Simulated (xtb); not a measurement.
xtb 6.7.1, GFN1-xTB: Sn(Vi)(OMe)2(OEt) (C=[CH][Sn]([O]C)([O]C)[O]CC), 24 atoms. The geometry is a generated start, not checked to be a minimum at this level.

```json
{
  "run_flags": "--grad",
  "method": "GFN1-xTB",
  "--acc": "1 (default)",
  "--etemp (K)": "300 (default)",
  "basis_functions": "74",
  "valence_electrons": "60"
}
```

```xyz
24

C     -2.8775     0.4438     2.4093
C     -1.7199    -0.1568     2.2530
Sn    -0.5328    -0.0281     0.4125
O     -1.6284     1.1414    -0.8331
C     -1.1824     1.6133    -2.0753
O     -0.1111    -1.7600    -0.5962
C     -1.0693    -2.6032    -1.1731
O      1.3081     0.7210     0.6396
C      2.5164    -0.0085     0.5536
C      3.6232     0.9579     0.1548
H     -3.3224     1.0414     1.6329
H     -3.4250     0.3600     3.3395
H     -1.2471    -0.7562     3.0184
H     -0.8827     0.8007    -2.7450
H     -2.0310     2.1381    -2.5236
H     -0.3498     2.3129    -1.9706
H     -1.7863    -2.0602    -1.7958
H     -0.5156    -3.3023    -1.8072
H     -1.6180    -3.1717    -0.4162
H      2.4399    -0.8108    -0.1855
H      2.7434    -0.4538     1.5293
H      3.6837     1.7651     0.8801
H      3.4097     1.3838    -0.8219
H      4.5747     0.4322     0.1205
```

One run each on 1 thread. Values of broydamp tried: 0.02, 0.05, 0.1, 0.2, 0.4 (default), 0.6, 0.8, 1.

Q: Predict the course of the SCC iterations along this series.

A: Fewest SCC iterations, within one of each other: 0.4 (default) with 11, 0.6 with 12. The count rises to 31 at 0.02. All converge to one solution.

```json
[
 {"broydamp": "0.02", "SCC iterations": "31", "end": "same solution"},
 {"broydamp": "0.05", "SCC iterations": "28", "end": "same solution"},
 {"broydamp": "0.1", "SCC iterations": "16", "end": "same solution"},
 {"broydamp": "0.2", "SCC iterations": "14", "end": "same solution"},
 {"broydamp": "0.4 (default)", "SCC iterations": "11", "end": "same solution"},
 {"broydamp": "0.6", "SCC iterations": "12", "end": "same solution"},
 {"broydamp": "0.8", "SCC iterations": "14", "end": "same solution"},
 {"broydamp": "1", "SCC iterations": "16", "end": "same solution"}
]
```
